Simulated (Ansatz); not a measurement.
A periodic model of amorphous Al28O42Co:

```xyz
71
Lattice="9.1533 0.0000 0.0000 0.0000 9.1533 0.0000 0.0000 0.0000 9.1533" Properties=species:S:1:pos:R:3 pbc="T T T"
Al     0.7251     3.2338     5.0313
Al     2.4510     6.0134     9.0406
Al     4.8542     5.4101     1.8730
Al     8.9603     2.3243     1.6637
Al     4.5062     2.9786     3.7465
Al     6.9854     8.1674     5.2189
Al     6.9544     7.4679     2.6197
Al     5.1477     6.1302     4.5819
Al     2.0587     7.1312     5.0964
Al     6.6445     2.5332     0.1245
Al     8.4212     1.0182     7.0361
Al     8.9071     6.7516     7.2689
Al     7.3262     1.4954     3.7483
Al     2.0198     4.1957     2.3301
Al     3.5510     4.5921     6.2358
Al     3.1244     1.9667     0.9223
Al     8.6374     5.5956     4.1092
Al     1.2362     3.5089     8.0813
Al     2.2771     0.8592     6.9548
Al     0.7408     8.6451     0.2979
Al     3.2067     7.9525     2.1927
Al     5.5021     0.8830     1.8180
Al     5.4247     2.0268     6.4516
Al     7.5407     3.9908     6.7875
Al     7.9259     5.4548     0.5380
Al     6.8773     8.3923     8.7077
Al     5.5337     5.7196     7.9032
Al     4.3861     8.2631     6.7335
O      5.4532     5.2588     6.1678
O      7.0181     6.5324     4.3380
O      8.2370     4.1815     5.1988
O      2.0881     7.9474     3.5395
O      1.0255     4.6293     3.6867
O      0.7431     0.2273     7.8258
O      7.9635     3.6642     0.6665
O      5.2302     7.9346     5.2519
O      3.6869     5.3650     7.9406
O      8.4813     7.4627     9.0727
O      4.8249     7.0110     2.7318
O      3.3310     5.8833     4.9816
O      1.2770     3.3100     0.9793
O      7.0434     1.4201     5.6779
O      5.9885     5.4804     0.5250
O      5.4981     1.5472     3.5374
O      3.7482     0.3777     1.6484
O      7.5668     5.5415     7.7185
O      0.7282     0.7488     1.5000
O      4.9716     2.2947     0.7400
O      0.8794     5.4181     8.4345
O      1.8520     3.9534     6.3687
O      7.2304     1.6788     1.8131
O      5.4338     7.5497     7.9907
O      6.1326     3.2264     7.6165
O      8.8396     2.8215     7.3747
O      8.1623     6.1193     2.2403
O      0.3920     6.5884     5.5287
O      7.5512     8.8505     3.6758
O      2.2081     7.6201     0.6158
O      5.2281     4.5624     3.3699
O      6.3384     8.4775     1.2695
O      4.2842     3.0437     5.4971
O      7.1633     0.9683     8.3934
O      2.4748     2.1316     8.3431
O      8.9573     2.2953     3.5483
O      3.1017     5.3353     1.4581
O      1.2612     1.4916     5.5457
O      2.6306     8.1477     6.4881
O      4.2526     0.8348     6.9840
O      3.1070     2.8355     2.6705
O      7.8253     8.2390     6.7615
Co     1.0403     0.5351     3.7625
```

Calculation: PBE, scalar-relativistic without spin-orbit coupling (plane waves to 420 eV, PAW; Ansatz, a quantum-chemistry and plane-wave program). In the spin-polarised cell the level spacing at the Fermi energy can part levels of unlike spin.

Preparation: random packing, a CHGNet melt and quench, and a DFT relaxation. O atoms were pushed apart under 1.9 Å during the dynamics, to hinder bonds among them. The hot cell started wider than the set density and was brought back towards it in steps. It is the lowest in DFT energy of 2 quenches. It is a model cell: composition and starting density were chosen by hand, and all elements were melted together. No dispersion term was used. Its density started from a set value of 3.19 and ended at 3.22 g/cm³. The simulated quench (nominally 280 K/ps over its main leg) is rapid and tends to freeze in more defects than a deposited or slowly cooled glass has. Values belong to this one cell and scatter from quench to quench. The volume was free in the relaxation, at fixed shape. Stress components on the final sampling reach 2.5 GPa. On a 2×2×2 Γ-centred mesh force components of up to 0.34 eV/Å stay, since the relaxation ran on the zone centre alone.

Cut-offs for bonds: Al-Al 2.66 Å, Al-O 2.30 Å, Al-Co 2.72 Å, O-O 1.58 Å, O-Co 2.30 Å, Co-Co 2.77 Å. Two cations that share two anions don't count as bonded, nor two that share one unless they lie closer than Al-Al 2.59 Å, Al-Co 2.64 Å, Co-Co 2.70 Å.

Give the coordination numbers, mean bond lengths and angles.


```yaml
Mean coordination of Al by anions: 4.64 (11 with 4, 16 with 5, 1 with 6)
Mean coordination of O: 3.19 (34 with 3, 8 with 4)
Mean coordination of Co by anions: 4.00 (1 with 4)
Mean Al-O bond: 1.870 Å (spread 0.099 Å, 130 counted)
Mean O-Co bond: 2.134 Å (spread 0.105 Å, 4 counted)
Bond angle at Al: mean 107.1°, spread 24.4°
Bond angle at O: mean 114.5°, spread 16.2°
Bond angle at Co: mean 112.4°, spread 34.8°
```

List the pairs of like atoms that count as bonded by the rules above.

There are none by these rules.
